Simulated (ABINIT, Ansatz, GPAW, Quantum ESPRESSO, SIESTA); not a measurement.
# Code comparison for AuAl₂ (Fm-3m, 3 atoms in the cell)

Self-consistent single point.

```xyz
3
Lattice="0.0000 2.9340 2.9340 2.9340 0.0000 2.9340 2.9340 2.9340 0.0000" Properties=species:S:1:pos:R:3 pbc="T T T"
Al     1.4670     1.4670     1.4670
Al     4.4010     4.4010     4.4010
Au     0.0000     0.0000     0.0000
```

All programs got the same cell, k-point mesh and kind of occupations (in Ansatz's words: kpoints.mp_grid.grid = 13 13 13; scf.occupations.method = gaussian; scf.occupations.width = 0.0037 Ry); potentials, basis and cutoffs are each program's usual ones.

| code | model | pressure (GPa) | k-points | cutoff |
|---|---|---|---|---|
| SIESTA | GGA PBE, numerical atomic orbitals DZP, PseudoDojo PBE standard norm-conserving potentials (rewritten from UPF to PSML) | 13.08 | 1099 | grid 300 Ry |
| GPAW | PBE, GPAW PAW datasets PBE (gpaw-data 1.0.1) | 13.33 | 84 | 550 eV |
| Quantum ESPRESSO | PBE, GBRV 1.5 ultrasoft (PBE) pseudopotentials | 12.63 | 84 | 40 Ry |
| ABINIT | PBE, PAW (JTH v2.0 PBE PAW) | 12.64 | 84 | 26 Ha |
| Ansatz | PBE, default PAW files | 12.76 | 84 | 30.9 Ry |

The spread over the programs that give each value: pressure within 0.70 GPa.

The starting cell has typed, rounded lattice constants, without a prior relaxation at this level. Its lattice was rescaled by a random factor within 2.5 % of one. On Ansatz's run: Spin-orbit coupling is off. In the base run, with a pressure of about 13 GPa the cell is away from its equilibrium volume at this level.

### Question
Why do the programs differ, and what cannot be compared?

### Answer
Differences of this kind can come from the potentials, where these differ, and from what each basis and cutoff leave unconverged. The valence holds different numbers of electrons (SIESTA 25, GPAW 17, Quantum ESPRESSO 17, ABINIT 17, Ansatz (a quantum-chemistry and plane-wave program) 25). The zero of total energies and Fermi levels follows the potentials and each program's conventions, so they are not compared here. SIESTA uses small atom-centred bases, whose incompleteness enters pressures, forces and empty levels differently from a plane-wave cutoff. Ansatz's pressure is given at a fixed set of plane waves, as the other plane-wave codes print theirs; with its correction for the finite basis it is 12.82 GPa. Ansatz's smearing width was typed in Ry to four decimals, so it matches the others to a few per cent. The programs reduce the same mesh by symmetry to different extents, which changes the work and not the result.

Left out of this page: Elk (not drawn, or without a comparable value); FLEUR (with a known weakness of the program).

Keys are those of Ansatz 0.2.
